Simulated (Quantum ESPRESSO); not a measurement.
Equation of state of zinc-blende BAs (space group 216): energy against volume (Quantum ESPRESSO, LDA)

```
CELL_PARAMETERS angstrom
      0.00000     2.29705     2.29705
      2.29705     0.00000     2.29705
      2.29705     2.29705     0.00000
ATOMIC_POSITIONS crystal
  B  0.00000 0.00000 0.00000
  As 0.75000 0.75000 0.75000
```

Method: LDA (PZ), GBRV 1.5 ultrasoft (LDA) pseudopotentials (plane waves; Quantum ESPRESSO 7.5). Settings: ecutwfc = 52 Ry; ecutrho = 260 Ry; occupations = smearing; smearing = fermi-dirac; degauss = 0.000734986 Ry; potentials = {B: b_lda_v1.4.uspp.F.UPF, As: as_lda_v1.uspp.F.UPF}; K_POINTS = automatic 12 12 12 0 0 0; conv_thr = 1e-10 Ry; mixing_beta = 0.7. The cell above is the first row's. The rows scale it uniformly. In all rows fractional positions and the k mesh are held. E is the free energy at the stated smearing, counted from the lowest row.

```csv
V (Å^3/atom),E (meV/atom)
12.120,64.48
12.384,38.86
12.647,20.26
12.911,7.98
13.174,1.41
13.438,0.00
13.701,3.24
13.965,10.72
14.228,?
```

Q: Fit E against V with the third-order Birch-Murnaghan form, a cubic in V^(-2/3), and predict the withheld value at V = 14.228.

A: With u = V^(-2/3) - 0.181, the rows have u = 0.008524, 0.005821, 0.003222, 0.000702, -0.001724, -0.004080, -0.006351, -0.008559. Least squares gives E = 5.543 + 3153.72·u + 440205·u² + 122051·u³. Residuals (row less fit): -0.006, 0.019, -0.018, 0.006, -0.004, 0.005, 0.002, -0.002; standard error 0.014 (degrees of freedom: 4). Its minimum lies at u = -0.003587, so V0 = (0.177413)^(-3/2) = 13.38. There d²E/du² = 877800 and d³E/du³ = 732300, so B0 = (4/9) × 13.38^(-7/3) × 877800 × 0.160218 = 147 GPa (the last factor turns the table's units into GPa), and B0' = 4 + (2/3) × 0.177413 × (732300)/877800 = 4.1. The program's pressures in the fitted runs (not shown) pass through zero at V = 13.37, 0.07 % from this V0. At the withheld row, u = -0.010691, so E = 5.543 + 3153.72 × (-0.010691) + 440205 × (-0.010691)² + 122051 × (-0.010691)³ = 21.992 meV/atom. The calculation gives 22.01 meV/atom, 0.018 meV/atom above the prediction (under 0.05 % of the range of E in the table). The row lies outside the fitted rows, so this is an extrapolation. From the scatter of the fitted rows alone, a prediction at this place has a standard error of 0.034 meV/atom, so the miss is 0.5 times that.

Carrying the step between the two nearest rows on in a straight line would have given 18.17, off by 3.84; series whose last step already gives the withheld value aren't shown. The scan was laid around a cell of about the measured size, scaled by a guess for this functional. The runs keep the symmetry of the cell, so they don't test it for distortions. Cutoffs and mesh are single choices, not tested for convergence of this quantity. Series with a scatter that would blur these digits, or in which a gap closes, are not shown. Nor are scans whose minimum lies at an end fitted in this form.
